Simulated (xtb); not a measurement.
xtb 6.7.1, GFN2-xTB: Si(Cl)(OAc)(OH)2 (CC(=O)O[Si](O)(O)Cl), 13 atoms. The geometry is a generated start, not checked to be a minimum at this level.

| Quantity | Result |
|---|---|
| run flags | --grad |
| method | GFN2-xTB |
| --acc | 1 (default) |
| --etemp (K) | 300 (default) |
| basis functions | 49 |
| valence electrons | 48 |

```xyz
13

C      1.8684     0.3494     1.4224
C      0.4601     0.1708     0.9413
O     -0.5132     0.1146     1.6459
O      0.3933     0.0948    -0.3874
Si    -0.9844    -0.0761    -1.2920
O     -0.9282    -1.6302    -1.7305
O     -2.3163     0.3461    -0.4837
Cl    -0.7721     1.1467    -2.8472
H      1.8958     0.3394     2.5071
H      2.4902    -0.4443     1.0181
H      2.2493     1.2983     1.0483
H     -1.5681    -2.0195    -2.3215
H     -2.2749     0.3100     0.4790
```

One run each on 1 thread. Values of broydamp tried: 0.02, 0.05, 0.1, 0.2, 0.4 (default), 0.6, 0.8, 1.

Task: Which value of broydamp needs the fewest SCC iterations, and what happens away from it?

Result: Fewest SCC iterations, within one of each other: 0.4 (default) with 15, 0.6 with 14, 0.8 with 14, 1 with 14. The count rises to 26 at 0.02. All converge to one solution.

```
broydamp       SCC iterations            end
-------------  --------------  -------------
0.02                       26  same solution
0.05                       22  same solution
0.1                        20  same solution
0.2                        17  same solution
0.4 (default)              15  same solution
0.6                        14  same solution
0.8                        14  same solution
1                          14  same solution
```
